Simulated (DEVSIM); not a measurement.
Structure: abrupt In0.53Ga0.47As p-n junction, at 250 K.

Layer 1 from the left is In0.53Ga0.47As, thickness (μm) 0.230, Na (cm⁻³) 5.4e16, τn (s) 5.4e-8, τp (s) 5.4e-8. Layer 2 from the left is In0.53Ga0.47As, thickness (μm) 120, Nd (cm⁻³) 2e16, τn (s) 5.4e-8, τp (s) 1.6e-9.

Left contact: ohmic. Right contact: ohmic. Voltage is applied to the left contact. Recombination: SRH at mid-gap, radiative. Mobility is μmin + (μ − μmin)/(1 + (N/Nref)^α).

The device is made up for the run: typed textbook-type constants, with dimensions and the other settings drawn at random. Values at 300 K; Nc and Nv go as T^1.5, mobilities as T to minus their exponent, the gap by Varshni's rule with the affinity fixed.

In0.53Ga0.47As: gap (eV) 0.74, affinity (eV) 4.51, permittivity 13.9, Nc (cm⁻³) 2.1e17, Nv (cm⁻³) 7.7e18, μn (cm²/Vs) 12000, μp (cm²/Vs) 300, μn,min 300, μp,min 10, Nref,n 1.3e17, Nref,p 4.9e17, αn 0.48, αp 0.4, T exponent of μn 1.6, T exponent of μp 1.6, B (cm³/s) 9.6e-11, Varshni α (eV/K) 0.00035, Varshni β (K) 190.

Estimate by hand the built-in potential, the peak field at zero bias, and compare with a numerical solution.


- Built-in potential: ni = √(Nc Nv) exp(−Eg/2kT) = 2.40e10 cm⁻³ with Eg = 0.755 eV; Vbi = kT/q ln(Na Nd/ni²) = 0.609 V; numerical 0.609 V.
- Peak field at zero bias: depletion approximation: W = √(2εVbi/(qN)) = 0.253 μm with N = 1.46e16 cm⁻³; field = 2Vbi/W = 48100 V/cm; numerical 46400 V/cm (estimate above by 3.7 %).

Model (solved in DEVSIM): 1D drift-diffusion, Boltzmann statistics, complete ionisation; no tunnelling, impact ionisation, image-force lowering or self-heating.
